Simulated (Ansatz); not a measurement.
The parent structure is SnO$_{2}$ in the rutile structure (space group P4_2/mnm, No. 136).

```
SnO2
1.0
    4.75991     0.00000     0.00000
    0.00000     4.75991     0.00000
    0.00000     0.00000     3.20075
Sn O
2 4
Direct
  0.00000   0.00000   0.00000
  0.50000   0.50000   0.50000
  0.30591   0.30591   0.00000
  0.80591   0.19409   0.50000
  0.19409   0.80591   0.50000
  0.69409   0.69409   0.00000
```

Cartesian axes are those of the cell as printed.

The values are results of Ansatz (a quantum-chemistry and plane-wave program), r2SCAN, PAW, cutoff 500 eV, scalar-relativistic without spin-orbit coupling, not measurements.

For the base:

| Quantity | Result |
|---|---|
| Band gap | 1.77 eV |
| Pressure | 0.00 GPa |

Modification: the cell is stretched by 3.60 % along y with no lateral relaxation, atoms relaxed at fixed cell.

Task: What happens to the largest internal atomic displacement, band gap and pressure?

Result: The largest internal atomic displacement is 0.023 Å; the band gap decreases by 0.33 eV, from 1.77 eV to 1.44 eV; the pressure (mean of the normal stresses, compression positive) goes from zero to -6.24 GPa.

The cells carry an imposed strain or load. Whether these cells are dynamically stable was not tested.
